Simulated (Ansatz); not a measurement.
V_Si in 4H silicon carbide, relaxed from two starting moments at each charge below.

Level of theory: PBE, PAW (plane waves to 420 eV; Ansatz, a first-principles code). Cell and caveats: 96-site cell; 2×2×2 shifted k-points; start: the Si(h) site; host gap 2.23 eV; charged states image-corrected; corrections pass 1 eV, so highly charged states may be off by several tenths; flagged in the runs: a doubtful potential alignment, a host whose relaxation on this sampling wasn't shown to rest.

At charge −1 the runs end with 1.0 and 3.0 μB. The state with 3.0 μB lies 0.093 eV below the one with 1.0 μB.
